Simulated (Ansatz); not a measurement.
```yaml
crystal:
  lattice:
    - [-2.51000, 2.51000, 2.51000]
    - [2.51000, -2.51000, 2.51000]
    - [2.51000, 2.51000, -2.51000]
  atoms:
    - { symbol: Ba, position: [0.00000, 0.00000, 0.00000] }
```

Task: What linear thermal expansion coefficient does the quasi-harmonic free energy on PBE in Ansatz (a quantum-chemistry and plane-wave program) give at 300 K, and what isobaric heat capacity per mole of formula units and Grüneisen parameter?

Result: α = 23.7 × 10⁻⁶ K⁻¹; C_P = 26.2 J/(mol K); γ = 0.84. No phase change or melting is allowed for: the numbers belong to this structure as given.
